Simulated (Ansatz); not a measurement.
**BeS: response to strain**

The parent structure is BeS in the zinc blende structure (space group F-43m, No. 216).

```
CELL_PARAMETERS angstrom
      0.00000     2.43431     2.43431
      2.43431     0.00000     2.43431
      2.43431     2.43431     0.00000
ATOMIC_POSITIONS crystal
  Be 0.00000 0.00000 0.00000
  S  0.25000 0.25000 0.25000
```

Strains are applied to the cell and any free atomic positions relax.

The values are results of Kohn–Sham DFT with the r2SCAN functional, run in Ansatz (a program for electronic structure) with PAW and 500 eV plane waves, scalar-relativistic without spin-orbit coupling, not measurements.

```
change                      pressure  band gap  smallest direct gap
------------------------  ----------  --------  -------------------
base                        0.0 kbar   3.59 eV              6.22 eV
isotropic strain +0.50 %         [?]   3.62 eV              6.22 eV
isotropic strain +1.00 %  -27.5 kbar   3.65 eV              6.21 eV
isotropic strain +1.50 %  -40.1 kbar   3.68 eV              6.16 eV
isotropic strain +2.00 %  -51.8 kbar   3.71 eV              6.06 eV
isotropic strain +2.50 %  -62.8 kbar   3.74 eV                  [?]
isotropic strain +3.00 %  -73.2 kbar   3.76 eV              5.81 eV
```

Problem. Fill in the withheld entries from the trend.

Solution. 
- isotropic strain +0.50 %, pressure: -14.2 kbar
- isotropic strain +2.50 %, smallest direct gap: 5.93 eV

Whether these cells are dynamically stable was not tested.
